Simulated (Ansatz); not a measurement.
We look at the energy of configuration A over configuration B. The value is E(A) − E(B).

Cell A: a slab of TiO2 (rutile, P4₂/mnm) cut along (110), 27 atoms, rectangular cell of 2.96 × 6.57 Å (19.5 Å²), symmetry Pmm2, 14.0 Å thick under 16 Å of vacuum, in-plane vectors held at the crystal's; planes from bottom to top: O | Ti2O2 | O × 2 | Ti2O2 | O × 2 | Ti2O2 | O × 2 | Ti2O2 | O × 2 | H2, its two faces unlike (dipole correction applied); added, foreign or displaced atoms, above the top plane: two times H bound to 1 O at 0.97 Å; spin state with PBE: run without spin, k-point mesh 7×4×1.
```yaml
crystal:
  lattice:
    - [2.96387, 0.00000, 0.00000]
    - [0.00000, 6.56659, 0.00000]
    - [0.00000, 0.00000, 29.95934]
  atoms:
    - { symbol: Ti, position: [0.00000, 0.25000, 0.31545] }
    - { symbol: Ti, position: [0.50000, 0.75000, 0.29910] }
    - { symbol: O, position: [0.00000, 0.75000, 0.34961] }
    - { symbol: O, position: [0.50000, 0.06168, 0.30329] }
    - { symbol: O, position: [0.00000, 0.75000, 0.26359] }
    - { symbol: O, position: [0.50000, 0.43832, 0.30329] }
    - { symbol: Ti, position: [0.00000, 0.75000, 0.41026] }
    - { symbol: Ti, position: [0.50000, 0.25000, 0.42391] }
    - { symbol: O, position: [0.00000, 0.25000, 0.46182] }
    - { symbol: O, position: [0.50000, 0.55370, 0.41788] }
    - { symbol: O, position: [0.00000, 0.25000, 0.37548] }
    - { symbol: O, position: [0.50000, 0.94630, 0.41788] }
    - { symbol: Ti, position: [0.00000, 0.25000, 0.53852] }
    - { symbol: Ti, position: [0.50000, 0.75000, 0.52583] }
    - { symbol: O, position: [0.00000, 0.75000, 0.57380] }
    - { symbol: O, position: [0.50000, 0.05497, 0.53129] }
    - { symbol: O, position: [0.00000, 0.75000, 0.48768] }
    - { symbol: O, position: [0.50000, 0.44503, 0.53129] }
    - { symbol: Ti, position: [0.00000, 0.75000, 0.63465] }
    - { symbol: Ti, position: [0.50000, 0.25000, 0.64855] }
    - { symbol: O, position: [0.00000, 0.25000, 0.68616] }
    - { symbol: O, position: [0.50000, 0.55687, 0.64324] }
    - { symbol: O, position: [0.00000, 0.25000, 0.59970] }
    - { symbol: O, position: [0.50000, 0.94313, 0.64324] }
    - { symbol: O, position: [0.00000, 0.75000, 0.71231] }
    - { symbol: H, position: [0.00000, 0.87188, 0.73044] }
    - { symbol: H, position: [0.00000, 0.62812, 0.73044] }
```

Cell B: a slab of TiO2 (rutile, P4₂/mnm) cut along (110), 27 atoms, rectangular cell of 2.96 × 6.57 Å (19.5 Å²), symmetry Pm, 13.5 Å thick under 16 Å of vacuum, in-plane vectors held at the crystal's; planes from bottom to top: O | Ti2O2 | O × 2 | Ti2O2 | O × 2 | Ti2O2 | O × 2 | Ti2O2 | O | H2O, its two faces unlike (dipole correction applied); added, foreign or displaced atoms, above the top plane: H bound to 1 O at 0.98 Å; H bound to 1 O at 0.96 Å; spin state with PBE: run without spin, k-point mesh 7×4×1.
```xyz
27
Lattice="2.9639 0.0000 0.0000 0.0000 6.5666 0.0000 0.0000 0.0000 29.8162" Properties=species:S:1:pos:R:3 pbc="T T T"
Ti    -0.0140     1.6416     9.4690
Ti     1.4775     4.9249     9.0733
O     -0.0233     4.9249    10.5691
O      1.4672     0.4142     9.1291
O     -0.0120     4.9249     8.0022
O      1.4672     2.8691     9.1291
Ti     0.0024     4.9249    12.4320
Ti     1.4770     1.6416    12.6707
O     -0.0122     1.6416    13.8668
O      1.4609     3.6117    12.5566
O     -0.0158     1.6416    11.2868
O      1.4609     6.2382    12.5566
Ti     0.0933     1.6416    15.9032
Ti     1.6214     4.9249    15.8545
O     -0.0282     4.9249    17.1476
O      1.4630     0.3819    15.8873
O     -0.0328     4.9249    14.5584
O      1.4630     2.9014    15.8873
Ti    -0.1042     4.9249    19.2474
Ti     1.4685     1.6416    19.1294
O     -0.0236     1.6416    20.4946
O      1.4497     3.6162    19.1549
O     -0.0198     1.6416    17.9391
O      1.4497     6.2336    19.1549
O     -0.0243     4.9249    21.1264
H      0.8810     4.9249    21.5015
H     -0.0258     1.6416    21.4591
```

Computed with Ansatz (plane waves, PAW), its default PAW set, cutoff 420 eV, 500 eV for r2SCAN. The structures are at rest with PBE, within the held lattices; other levels are single points on them. HSE06 runs on coarser k-point meshes, mended by the PBE difference between the two meshes. Neutral cells; Fermi-Dirac smearing of at most 0.05 eV in the solids, energies taken to zero width. The lattices are those relaxed with PBE, so at other levels the solids can be strained, which adds to the spread. Larger cells are relaxed from a start prepared with the learned potential CHGNet, on a coarser mesh till forces fall under 0.03 eV/Å, which some starts already meet. A dispersion term (D3(BJ), or D4 for r2SCAN) was computed beside these levels and is taken off wherever the name lacks it. Nuclei at rest; no vibrational terms. The structures are the rest points that the relaxations reached, not proven lowest. Values are for these cell sizes. Cell A has symmetry Pmm2 and got no random move, so less symmetric positions, which may lie lower, weren't tried. Cell B has symmetry Pm and got no random move, so less symmetric positions, which may lie lower, weren't tried.

Q: What value does r2SCAN give?

A: -0.29 eV for A less B, so A lies lower.

Q: How does the value move with the functional?

A: 
| Level | value (eV) | less r2SCAN |
|---|---|---|
| PBE | -0.39 | -0.10 |
| HSE06 | -0.29 | 0.00 |

The levels span 0.10 eV, from PBE (-0.39) to r2SCAN (-0.29).

Ansatz is a program for electronic structure.
